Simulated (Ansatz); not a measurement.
System: cubic perovskite CsHgBr3 (idealised or unconfirmed structure). Method: BLYP in Ansatz (plane waves, PAW).

Input:

Ansatz 0.2 input:
```yaml
crystal:
  lattice:
    - [5.7497359404, 0.0, 0.0]
    - [0.0, 5.7497359404, 0.0]
    - [0.0, 0.0, 5.7497359404]
  atoms:
    - { symbol: Cs, position: [0.0, 0.0, 0.0] }
    - { symbol: Hg, position: [0.5, 0.5, 0.5] }
    - { symbol: Br, position: [0.5, 0.0, 0.5] }
    - { symbol: Br, position: [0.0, 0.5, 0.5] }
    - { symbol: Br, position: [0.5, 0.5, 0.0] }
basis:
  ecutwfc: 520
  ecutrho_ratio: 4
  xc_grid: 2
kpoints:
  mp_grid: { grid: [10, 10, 10] }
hamiltonian:
  xc: blyp
  dispersion: none
  pseudopotentials: { kind: paw }
scf:
  occupations: { method: fermi_dirac, width: 0.05 }
  convergence: { dr2_threshold: 0.0000000005 }
output:
  forces: true
  stress: true
  eigenvalues: true
```

Excerpt of the program's output:

```
Crystal: 5 atoms, lattice volume = 190.083 Å³
Basis set: ecut = 520 eV, 5137 PW (Γ), exchange–correlation on 90×90×90 points (8 copies of the dense FFT grid, shifted against one another)
Bands: 30, of which v1, the nominal top of the filled ones, is band 25 counted from 1 (24 counted from 0)
Symmetry: 48 space group operations
Space group: Pm-3m (ITA 221), of the structure as read, at distance tolerance 5.7e-5 Å
k-points: 56 of 1000
Functional: x = b88, c = lyp
SCF iter   1: F=—  HF=-27919.711573 eV  |F-HF|=—  |Δ(HF+E_count)|=         —  Δρ=3.90e-3  dr2=3.45e-2
SCF iter   2: F=—  HF=-27919.705317 eV  |F-HF|=—  |Δ(HF+E_count)|=   6.26e-3  Δρ=1.62e-3  dr2=5.15e-3
  ...
SCF iter   9: F=—  HF=-27919.703834 eV  |F-HF|=—  |Δ(HF+E_count)|=  1.89e-10  Δρ=4.27e-7  dr2=1.70e-9
SCF iter  10: F=-27919.703834 eV  HF=-27919.703834 eV  |F-HF|=4.73e-11  |Δ(HF+E_count)|=  3.49e-10  Δρ=1.83e-7  dr2=2.34e-10
SCF 1 converged in 10 iterations: F = -27919.703834 eV  dr2 = 2.34e-10
SCF converged after 10 iterations
Free energy (F): -27919.703834 eV
Internal energy: -27919.697126 eV  (E = F + TS)
E sigma→0 (E₀):  -27919.700480 eV
Fermi energy:    3.393646 eV
--- Forces (eV/Å), atoms counted from 1 ---
  atom   1  Cs     0.00000000    -0.00000000     0.00000000
  atom   2  Hg    -0.00000000    -0.00000000    -0.00000000
  atom   3  Br     0.00000000     0.00000000    -0.00000000
  atom   4  Br     0.00000000     0.00000000     0.00000000
  atom   5  Br     0.00000000     0.00000000     0.00000000
--- Stress (GPa, compression-positive) ---
        0.824700      -0.000000      -0.000000
       -0.000000       0.824700       0.000000
       -0.000000       0.000000       0.824700
  P = ⅓ Tr σ = 0.8247 GPa (8.247 kbar)
```

The cell is one volume of an energy–volume scan, off the minimum.

The PAW data were made under PBE.

The result took roughly 30 core-seconds.

Ansatz is a quantum-chemistry and plane-wave program.
